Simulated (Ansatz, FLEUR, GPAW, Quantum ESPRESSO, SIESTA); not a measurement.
**One structure in several programs: Zr3Sc (P6_3/mmc, 8 atoms in the cell)**

Self-consistent single point, at a second geometry (lattice scaled by 0.98). First geometry:

```
CELL_PARAMETERS angstrom
      6.52002     0.00000     0.00000
     -3.26001     5.64650     0.00000
      0.00000     0.00000     5.12767
ATOMIC_POSITIONS crystal
  Zr 0.16725 0.83275 0.25000
  Zr 0.83275 0.16725 0.75000
  Zr 0.33450 0.16725 0.75000
  Zr 0.66550 0.83275 0.25000
  Zr 0.16725 0.33450 0.25000
  Zr 0.83275 0.66550 0.75000
  Sc 0.33333 0.66667 0.75000
  Sc 0.66667 0.33333 0.25000
```

Shared settings, as Ansatz (a quantum-chemistry and plane-wave program) writes them: kpoints.mp_grid.grid = 3 3 4; scf.occupations.method = fermi_dirac; scf.occupations.width = 0.1 eV. Potentials and cutoffs stand in the table.

```csv
code,model,ΔF from the first geometry (meV/atom),pressure (GPa),largest force (eV/Å),cutoff
Ansatz,"LDA (PW92), PAW files made with PBE",-39.5,-2.09,0.070,420 eV
Quantum ESPRESSO,"LDA (PW92), PseudoDojo standard norm-conserving (LDA) pseudopotentials",-39.2,-2.05,0.070,80 Ry
SIESTA,"LDA PW92, numerical atomic orbitals DZP, PseudoDojo LDA standard norm-conserving potentials (rewritten from UPF to PSML)",-55.0,-3.71,0.065,grid 300 Ry
FLEUR,"LDA (Perdew-Zunger), all-electron FLAPW (FLEUR), scalar-relativistic valence",-36.6,–,0.073,Kmax 3.8 1/bohr
GPAW,"LDA (Perdew-Wang 92), GPAW PAW datasets LDA (gpaw-data 1.0.1)",-41.0,-2.28,0.076,800 eV
```

A dash marks a value that a program does not give, or that is left out as unsure.

The spread over the programs that give each value: ΔF from the first geometry within 18.4 meV/atom; pressure within 1.66 GPa; largest force within 0.011 eV/Å.

SIESTA uses small atom-centred bases, whose incompleteness enters pressures, forces and empty levels differently from a plane-wave cutoff. FLEUR treats all electrons, but the usual bases taken here (sphere radii, linearisation, local orbitals, empty states) were not tested for convergence, so the values are no reference for the others. Ansatz's pressure is given at a fixed set of plane waves, as the other plane-wave codes print theirs. In the pressure, SIESTA (by 1.63) lies more than 1 GPa from the median of the plane-wave programs.

The starting cell comes from a database of computed structures (which also holds hypothetical and non-ambient phases and stackings), without a prior relaxation at this level. For this run, on top of that: lattice scaled by 0.98.

Keys are those of Ansatz 0.2.
